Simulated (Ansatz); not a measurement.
# Pressure series in CaF2

Take CaF$_{2}$ (space group Pnma, No. 62; a cell from a computed database, its experimental status unchecked) as the base.

```
CELL_PARAMETERS angstrom
      5.90380     0.00000     0.00000
      0.00000     3.56430     0.00000
      0.00000     0.00000     6.95218
ATOMIC_POSITIONS crystal
  Ca 0.25051 0.25000 0.89163
  Ca 0.74949 0.75000 0.10837
  Ca 0.24949 0.75000 0.39163
  Ca 0.75051 0.25000 0.60837
  F  0.48168 0.25000 0.16274
  F  0.51832 0.75000 0.83726
  F  0.01832 0.75000 0.66274
  F  0.98168 0.25000 0.33726
  F  0.64205 0.75000 0.42432
  F  0.35795 0.25000 0.57568
  F  0.85795 0.25000 0.92432
  F  0.14205 0.75000 0.07568
```

Cell and atoms are relaxed at each pressure.

The values are results of PBEsol (Ansatz, a first-principles code, PAW, no SOC), not measurements.

Notes on the quantities. enthalpy: H = E + PV relative to the base's energy.

```json
[
 {"variant": "base", "enthalpy": "–", "shortest interatomic distance": "2.285 Å", "band gap": "7.71 eV"},
 {"variant": "pressure −1 GPa", "enthalpy": "-0.08 eV/atom", "shortest interatomic distance": "2.297 Å", "band gap": "7.61 eV"},
 {"variant": "pressure 0.3 GPa", "enthalpy": "+0.02 eV/atom", "shortest interatomic distance": "2.282 Å", "band gap": "7.74 eV"},
 {"variant": "pressure 0.7 GPa", "enthalpy": "+0.05 eV/atom", "shortest interatomic distance": "2.278 Å", "band gap": "7.77 eV"},
 {"variant": "pressure 1.5 GPa", "enthalpy": "+0.11 eV/atom", "shortest interatomic distance": "2.270 Å", "band gap": "7.84 eV"},
 {"variant": "pressure 3 GPa", "enthalpy": "+0.22 eV/atom", "shortest interatomic distance": "2.256 Å", "band gap": "7.96 eV"},
 {"variant": "pressure 5 GPa", "enthalpy": "+0.37 eV/atom", "shortest interatomic distance": "2.240 Å", "band gap": "8.06 eV"},
 {"variant": "pressure 7.5 GPa", "enthalpy": "+0.55 eV/atom", "shortest interatomic distance": "2.222 Å", "band gap": "8.10 eV"},
 {"variant": "pressure 10 GPa", "enthalpy": "+0.72 eV/atom", "shortest interatomic distance": "(withheld)", "band gap": "(withheld)"}
]
```

Complete the table.


- pressure 10 GPa, shortest interatomic distance: 2.207 Å
- pressure 10 GPa, band gap: 8.13 eV

Load acts through the strain it causes; cell and atoms are relaxed under it. Stability against distortions was not tested. Competing high-pressure phases were not computed.
